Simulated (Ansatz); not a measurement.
The parent structure is HfO₂ (space group Pnma, No. 62; a = 5.5268 Å, b = 3.2938 Å, c = 6.4531 Å; a cell from a computed database, its experimental status unchecked). Axes: x, y, z lie along a, b, c of the conventional cell.

Level of theory: PBEsol (Ansatz, a program for electronic structure, PAW, no spin-orbit coupling).

Now apply this change: tensor shear ε_xy = +1.50 % (engineering shear γ = 0.0300); the atoms relax in the strained cell.

Question: Predict the stress tensor and what it implies for the stiffness.

Answer: Stress of the strained cell less that of the base (GPa, compression positive):
```
   0.39   -4.21    0.00
  -4.21    0.24    0.00
   0.00    0.00   -0.02
```

Then −Δσ/γ with γ = 2ε = 0.0300 gives secant stiffness values (nonlinear terms included at this strain): C66 ≈ 140 GPa.

Whether these cells are dynamically stable was not tested. This is not the structure that HfO2 has at room temperature and ambient pressure.
